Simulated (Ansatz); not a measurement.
Base system: ZnCu2SnS4 (space group I-4, No. 82; a = 5.468 Å, c = 10.935 Å).

Method: Ansatz (a first-principles code), PBE, PAW, cutoff 420 eV, without spin-orbit coupling.

For the base:

| Property | Result |
|---|---|
| Pressure | 0.0 GPa |

One thing is altered: the cell is scaled by 0.9925 in all directions, atoms relaxed at fixed cell.

Problem. What does the calculation give for the pressure and energy relative to the base after the change?

Solution. The pressure (mean of the normal stresses, compression positive) goes from zero to 1.6 GPa; the energy grows by 2.2 meV/atom.

The cells carry an imposed strain or load. Whether these cells are dynamically stable was not tested. The final runs are not spin-polarised. Gaps under 0.05 eV, about the width of the smearing, are given as zero.
